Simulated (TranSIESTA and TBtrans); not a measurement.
Junction: Ag rod with one Co atom on the axis. Leads: fcc Ag rod along [100], layers of 5 and 4 atoms, a = 4.15 Å. Geometry: as built, not relaxed. Transport runs along z; the first 18 and the last 18 of the 72 atoms are the lead cells, repeated to infinity.

```xyz
72
Lattice="14.369 0.000 0.000 0.000 14.369 0.000 0.000 0.000 33.200" Properties=species:S:1:pos:R:3 pbc="F F T"
Ag     7.184     7.184     0.000
Ag    10.119     7.184     0.000
Ag     7.184    10.119     0.000
Ag     4.250     7.184     0.000
Ag     7.184     4.250     0.000
Ag     8.652     8.652     2.075
Ag     5.717     8.652     2.075
Ag     8.652     5.717     2.075
Ag     5.717     5.717     2.075
Ag     7.184     7.184     4.150
Ag    10.119     7.184     4.150
Ag     7.184    10.119     4.150
Ag     4.250     7.184     4.150
Ag     7.184     4.250     4.150
Ag     8.652     8.652     6.225
Ag     5.717     8.652     6.225
Ag     8.652     5.717     6.225
Ag     5.717     5.717     6.225
Ag     7.184     4.250     8.300
Ag     4.250     7.184     8.300
Ag     7.184     7.184     8.300
Ag    10.119     7.184     8.300
Ag     7.184    10.119     8.300
Ag     5.717     5.717    10.375
Ag     8.652     5.717    10.375
Ag     5.717     8.652    10.375
Ag     8.652     8.652    10.375
Ag     7.184     4.250    12.450
Ag     4.250     7.184    12.450
Ag     7.184     7.184    12.450
Ag    10.119     7.184    12.450
Ag     7.184    10.119    12.450
Ag     5.717     5.717    14.525
Ag     8.652     5.717    14.525
Ag     5.717     8.652    14.525
Ag     8.652     8.652    14.525
Ag     7.184     4.250    16.600
Ag     4.250     7.184    16.600
Co     7.184     7.184    16.600
Ag    10.119     7.184    16.600
Ag     7.184    10.119    16.600
Ag     5.717     5.717    18.675
Ag     8.652     5.717    18.675
Ag     5.717     8.652    18.675
Ag     8.652     8.652    18.675
Ag     7.184     4.250    20.750
Ag     4.250     7.184    20.750
Ag     7.184     7.184    20.750
Ag    10.119     7.184    20.750
Ag     7.184    10.119    20.750
Ag     5.717     5.717    22.825
Ag     8.652     5.717    22.825
Ag     5.717     8.652    22.825
Ag     8.652     8.652    22.825
Ag     7.184     7.184    24.900
Ag    10.119     7.184    24.900
Ag     7.184    10.119    24.900
Ag     4.250     7.184    24.900
Ag     7.184     4.250    24.900
Ag     8.652     8.652    26.975
Ag     5.717     8.652    26.975
Ag     8.652     5.717    26.975
Ag     5.717     5.717    26.975
Ag     7.184     7.184    29.050
Ag    10.119     7.184    29.050
Ag     7.184    10.119    29.050
Ag     4.250     7.184    29.050
Ag     7.184     4.250    29.050
Ag     8.652     8.652    31.125
Ag     5.717     8.652    31.125
Ag     8.652     5.717    31.125
Ag     5.717     5.717    31.125
```

Run with TranSIESTA and TBtrans (open boundaries, self-consistent; PseudoDojo norm-conserving potentials, scalar-relativistic): Spin polarized, PAO.BasisSize SZP, PAO.EnergyShift 0.15 eV, XC.Authors PBE, Mesh.Cutoff 150 Ry, ElectronicTemperature 300 K, TS.Voltage 0.0 eV, TBT.Elecs.Eta 0.001 eV.

Energies count from the leads' Fermi level. Transmissions are for each spin. The energy step is 0.02 eV; narrower resonances are cut or missed.

| E (eV) | T up | T down |
|---|---|---|
| -0.20 | 3.98 | 1.36 |
| -0.16 | 4.72 | 1.07 |
| -0.12 | 4.94 | 1.72 |
| -0.08 | 4.95 | 2.37 |
| -0.04 | 4.96 | 2.78 |
| 0.00 | 4.97 | 3.10 |
| 0.04 | 5.88 | 3.42 |
| 0.08 | 5.93 | 3.73 |
| 0.12 | 5.94 | 3.95 |
| 0.16 | 5.95 | 4.11 |
| 0.20 | 5.95 | 4.22 |

Question: Give the zero-bias conductance in μS and the resistance at 300 K.

Answer: At the Fermi level the mean of both spins is (4.97 + 3.10)/2 = 4.04. Averaged with −∂f/∂E over the full grid (kT = 25.9 meV) it is 4.13. With G0 = 2e²/h = 77.48 μS, G = 320 μS and R = 1/G = 3.12 kΩ.

Question: Estimate the thermopower by Mott's formula S = −(π²/3)(kB²T/e) d ln T/dE from the rows at -0.04 and 0.04 eV.

Answer: d ln T/dE = 2.30 eV⁻¹ and (π²/3) kB²T/e = 7.33 μV/K · eV, so S = -17 μV/K; the full integral gives -13 μV/K. A negative sign means that T rises with energy over the thermal window.

Moments were seeded on the central atoms alone, and one start was tried. The leads' channel count changes near 0.03 eV, within the thermal window, so values at the Fermi level hang on where that band edge falls.
